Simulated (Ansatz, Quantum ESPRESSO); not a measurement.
# One structure in several programs: LiCd3 (P6_3/mmc, 8 atoms in the cell)

Self-consistent single point.

```yaml
crystal:
  lattice:
    - [6.05392, 0.00000, 0.00000]
    - [-3.02696, 5.24285, 0.00000]
    - [0.00000, 0.00000, 4.80463]
  atoms:
    - { symbol: Li, position: [0.66667, 0.33333, 0.25000] }
    - { symbol: Li, position: [0.33333, 0.66667, 0.75000] }
    - { symbol: Cd, position: [0.83012, 0.16988, 0.75000] }
    - { symbol: Cd, position: [0.16988, 0.83012, 0.25000] }
    - { symbol: Cd, position: [0.66024, 0.83012, 0.25000] }
    - { symbol: Cd, position: [0.33976, 0.16988, 0.75000] }
    - { symbol: Cd, position: [0.83012, 0.66024, 0.75000] }
    - { symbol: Cd, position: [0.16988, 0.33976, 0.25000] }
```

All programs got the same cell, k-point mesh and kind of occupations (in Ansatz's words: kpoints.mp_grid.grid = 5 5 5; scf.occupations.method = gaussian; scf.occupations.width = 0.1 eV); potentials, basis and cutoffs are each program's usual ones.

```tsv
code	model	pressure (GPa)	largest force (eV/Å)	cutoff
Quantum ESPRESSO	LDA (PZ), GBRV 1.5 ultrasoft (LDA) pseudopotentials	-3.65	0.035	40 Ry
Ansatz	LDA (PW92), PAW files made with PBE	-3.40	0.039	420 eV
```

The spread over the programs that give each value: pressure within 0.25 GPa; largest force within 0.004 eV/Å.

The starting cell comes from a database of computed structures (which also holds hypothetical and non-ambient phases and stackings), without a prior relaxation at this level. Its lattice was rescaled by a random factor within 2.5 % of one. On Ansatz's run: With a pressure of about -3 GPa the cell is away from its equilibrium volume at this level.

Why do the programs differ, and what cannot be compared?

Differences of this kind can come from the potentials, where these differ, and from what each basis and cutoff leave unconverged. The valence holds different numbers of electrons (Quantum ESPRESSO 78, Ansatz (a first-principles code) 126). The zero of total energies and Fermi levels follows the potentials and each program's conventions, so they are not compared here. Ansatz's pressure is given at a fixed set of plane waves, as the other plane-wave codes print theirs. The same LDA comes in different parametrisations, which differ slightly.

Keys are those of Ansatz 0.2.
